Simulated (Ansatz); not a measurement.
Functionals compared on a constructed model of the (0001) surface of hcp Ti, a pseudomorphic layer of Hf in the host's stacking (bottom of the slab: a bare face, its two planes held), in Ansatz (plane waves, PAW). The structure was relaxed with PBE; the other rows are single points on it. Cutoff 420 eV (500 eV for r2SCAN).

Set-up: 7 atoms, 14.7 Å thick at the start; mesh 15x15x1; 0.1 eV smearing; dipole correction on; 2 atoms held, the rest relaxed; symmetry of the start imposed; no spin, no spin-orbit, no U. In PBE it is, or lies within 0.01 eV a 1x1 cell of, the lowest of the 2 structures of its composition computed so far; larger cells were not tried. These notes are the PBE run's.

```
functional  work function of the top face (eV)  rough cost of the single point
----------  ----------------------------------  ------------------------------
PBE                                       4.60                               –
RPBE                                      4.49    very roughly 28 core-seconds
r2SCAN                                    4.73         roughly 60 core-seconds
```

Ansatz is a quantum-chemistry and plane-wave program.
